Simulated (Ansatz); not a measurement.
Given:

End structure of the (110) surface of germanium, Ga on one of 2 atoms under the surface, H on every dangling bond (bottom of the slab: built like the top, H on every dangling bond, free):

```xyz
18
Lattice="4.0729 0.0000 0.0000 0.0000 5.7600 0.0000 0.0000 0.0000 31.0000" Properties=species:S:1:pos:R:3 pbc="T T T"
Ge     0.0000    -0.0389     9.4345
Ge     2.0365     4.3250     9.4261
Ge     2.0365     2.8666    11.4241
Ge     0.0000     1.4227    11.4299
Ge     0.0000    -0.0049    13.4695
Ge     2.0365     4.3010    13.4541
Ge     2.0365     2.8800    15.5000
Ge     0.0000     1.4400    15.5000
Ge     0.0000    -0.0190    17.5324
Ge     2.0365     4.2852    17.5518
Ga     2.0365     2.9216    19.6382
Ge     0.0000     1.3887    19.5657
Ge     0.0000     0.0070    21.6040
Ge     2.0365     4.3479    21.6435
H      0.0000     0.8479     8.1541
H      2.0365     3.4451     8.1407
H      0.0000     0.9723    22.8273
H      2.0365     3.5922    23.0061
```

Model: 18-atom slab, 14.8 Å thick at the start with caps and adatoms, 7x5x1 mesh, Fermi-Dirac 0.025 eV, dipole correction, 2 atoms held, the rest relaxed; symmetry of the start imposed; spin-polarised, no spin-orbit, no U. The slab shows no gap on its mesh. The starting moment vanished. In PBE it lies 0.05 eV a 1x1 cell over the lowest computed structure of the same composition (Ga on one of 2 atoms of the third shell, H on every dangling bond).

Task: Predict the work function of the top face from PBE run with Ansatz (a first-principles code).

Result: 5.21 eV
